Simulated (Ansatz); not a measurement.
The parent structure is HfO$_{2}$ in the rutile structure (space group P4_2/mnm, No. 136; a = 4.8301 Å, c = 3.2097 Å; a cell from a computed database, its experimental status unchecked). Axes: x, y, z lie along a, b, c of the conventional cell.

Perturbation: uniaxial stress, 5 GPa tension along z, with the cell and atoms free to relax against it.

Levels (all Ansatz, an electronic-structure program, PAW): PBEsol (420 eV, no spin-orbit coupling); r2SCAN (500 eV, spin-orbit coupling left out); HSE06 (420 eV, scalar-relativistic without spin-orbit coupling).

One geometry, relaxed with PBEsol, under each level:

| level | band gap | lowest conduction level above the VBM at special points | pressure |
|---|---|---|---|
| PBEsol | 3.92 eV | Γ 3.92 eV; R 4.12 eV; M 4.19 eV; X 4.56 eV | -1.67 GPa |
| r2SCAN | 4.58 eV | Γ 4.58 eV; R 4.76 eV; M 4.80 eV; X 5.19 eV | -0.11 GPa |
| HSE06 | 5.69 eV | Γ 5.69 eV; R 5.88 eV; M 5.96 eV | – |

Single points use the geometry relaxed with PBEsol. Their cutoffs differ, which shifts pressures a little. Spin-orbit coupling, missing from the scalar runs, can matter with Hf. Load acts through the strain it causes; cell and atoms are relaxed under it. Stability under load was not tested beyond the relaxation. This is not the structure that HfO2 has at room temperature and ambient pressure.
